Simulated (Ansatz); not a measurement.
Results of r²SCAN+rVV10 (Ansatz, an electronic-structure program, plane waves, PAW) for GaP (R-3m, No. 166, 4 atoms in the cell; start mp-1018275; a measured phase of this formula has another space group).

Settings: plane-wave cutoff 500 eV, 12×12×12 k mesh, Fermi–Dirac smearing 0.05 eV, scalar-relativistic PAW data made under PBE.

Cell (relaxed at this level):

```cif
data_Ga6P6
_chemical_formula_sum 'Ga6 P6'
_space_group_name_H-M_alt 'R-3m :H'
_space_group_IT_number 166
_space_group_name_Hall '-R 3 2"'
_cell_length_a 3.82829
_cell_length_b 3.82829
_cell_length_c 19.07105
_cell_angle_alpha 90.000
_cell_angle_beta 90.000
_cell_angle_gamma 120.000
loop_
_atom_site_label
_atom_site_type_symbol
_atom_site_symmetry_multiplicity
_atom_site_Wyckoff_symbol
_atom_site_fract_x
_atom_site_fract_y
_atom_site_fract_z
_atom_site_occupancy
Ga1 Ga 6 c 0.00000 0.00000 0.43585 1
P1 P 6 c 0.00000 0.00000 0.05774 1
```
(The calculation used a cell of 4 atoms; values per cell refer to that cell.)

Predict the band gap.


- band gap: 0.97 eV (on the SCF k mesh)

Note: the relaxation could not lower the start's symmetry, so the cell can be a saddle point above a distorted one.

Spin–orbit coupling is not included.

Computing time: very roughly 4 core-minutes.

A start named mp-… is a Materials Project structure, which need not be a measured phase.
